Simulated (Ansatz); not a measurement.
**AlN (P6_3mc): band-edge transport data**

Here is the system:

```xyz
4
Lattice="3.0857 0.0000 0.0000 -1.5428 2.6723 0.0000 0.0000 0.0000 5.2563" Properties=species:S:1:pos:R:3 pbc="T T T"
Al     0.0000     1.7815     0.0056
Al     1.5428     0.8908     2.6337
N      0.0000     1.7815     1.9655
N      1.5428     0.8908     4.5937
```

These are r2SCAN with spin-orbit coupling, rigid bands (plane waves, PAW; Ansatz, a quantum-chemistry and plane-wave program) values and carry that method's errors. Condition of this run: uniaxial stress along c of -18 GPa (compression positive) (the target of the relaxation). Geometry: cell and atoms relaxed with PBEsol, then loaded as said.

```json
{
  "band_gap": "4.41 eV",
  "electron conductivity mass (300 K, dilute)": "0.32 (x), 0.32 (y), 0.25 (z) mₑ",
  "hole conductivity mass (300 K, dilute)": "2.0 (x), 2.0 (y), 4.0 (z) mₑ",
  "effective density of states N_c (300 K)": "4.0e18 cm⁻³",
  "effective density of states N_v (300 K)": "2.0e20 cm⁻³",
  "density_of_states_mass_electrons": "0.29 mₑ",
  "density_of_states_mass_holes": "3.9 mₑ",
  "Seebeck coefficient, n-type 1e19 cm⁻³, 300 K": "-154 μV/K",
  "Seebeck coefficient, p-type 1e19 cm⁻³, 300 K": "489 μV/K"
}
```

Rigid bands; masses and Seebeck coefficients take one relaxation time τ for all states and one kind of carrier; polarons and phonon drag are left out. Geometry: cell and atoms relaxed with PBEsol.
